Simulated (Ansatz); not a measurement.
Base system: TiSi2 (space group Cmcm, No. 63; a = 3.546 Å, b = 13.565 Å, c = 3.580 Å). Axes: x, y, z lie along a, b, c of the conventional cell.

(Cell as relaxed with PBE.)

Levels (all Ansatz, a first-principles code, PAW, earlier PAW set): PBE (420 eV, spin-orbit coupling left out); PBEsol (420 eV, spin-orbit coupling left out).

Each level relaxes its own structure.

| base | PBE | PBEsol |
|---|---|---|
| volume per atom | 14.35 Å³ | 13.91 Å³ |
| band gap | zero | zero |

The change: uniaxial stress, 2 GPa tension along x, with the cell and atoms free to relax against it.

```json
[
 {"quantity": "shortest interatomic distance", "PBE": "2.404 Å", "PBEsol": "…"},
 {"quantity": "energy relative to the base (free energy F)", "PBE": "+0.8 meV/atom", "PBEsol": "…"},
 {"quantity": "band gap", "PBE": "zero", "PBEsol": "…"}
]
```

Problem. Given the PBE results, estimate those of PBEsol.

Solution. 
- shortest interatomic distance, PBEsol: 2.394 Å
- energy relative to the base (free energy F), PBEsol: +0.8 meV/atom
- band gap, PBEsol: zero

PBE's shortest interatomic distance lies 0.010 Å above PBEsol's (0.4 %); the two agree on the energy relative to the base and band gap. Neither level is exact; PBEsol is the comparison here, not a measurement.

Without a gap, meshes like the base's 14×14×13 leave anisotropic stresses uncertain by several tenths of a GPa, and small strain energies with them. Load acts through the strain it causes; cell and atoms are relaxed under it. Beyond what the load breaks, stability against distortions was not tested. The final runs are not spin-polarised.
